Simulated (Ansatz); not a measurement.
# Carrier doping in hypothetical P6_3/mmc HgI2

The parent structure is HgI2 (space group P6_3/mmc, No. 194; a hypothetical phase, not in the database extracts checked).

```
CELL_PARAMETERS angstrom
      4.16611     0.00000     0.00000
     -2.08305     3.60795     0.00000
      0.00000     0.00000    14.18333
ATOMIC_POSITIONS crystal
  Hg 0.33333 0.66667 0.25000
  Hg 0.66667 0.33333 0.75000
  I  0.33333 0.66667 0.61514
  I  0.66667 0.33333 0.11514
  I  0.66667 0.33333 0.38486
  I  0.33333 0.66667 0.88486
```

Carriers are added at fixed cell with a uniform background; the Fermi–Dirac width is that of 300 K.

Method: Ansatz (a program for electronic structure) PBE-D3(BJ), no spin-orbit coupling.

Before the change:

- Gap between the host's bands: 0.34 eV

Question: The aim is a gap between the host's bands between 0.55 eV and 0.62 eV. Which of these changes reaches it?
(A) electrons 2.0×10^21 cm⁻³
(B) holes 3.0×10^21 cm⁻³
(C) holes 2.0×10^21 cm⁻³
(D) holes 5.0×10^21 cm⁻³
(E) electrons 3.0×10^21 cm⁻³

Answer: D, holes 5.0×10^21 cm⁻³. It gives 0.57 eV; holes 2.0×10^21 cm⁻³ gives 0.44 eV; electrons 2.0×10^21 cm⁻³ gives 0.21 eV; electrons 3.0×10^21 cm⁻³ gives 0.13 eV; holes 3.0×10^21 cm⁻³ gives 0.49 eV. Changes not listed may reach it too

Carriers are added with a uniform compensating background; total energy and stress of such cells depend on the potential's zero and are not compared; many-body gap narrowing is missing at this level. With Hg and I present, leaving out spin-orbit coupling can change the band edges. No phonon test of stability was made.
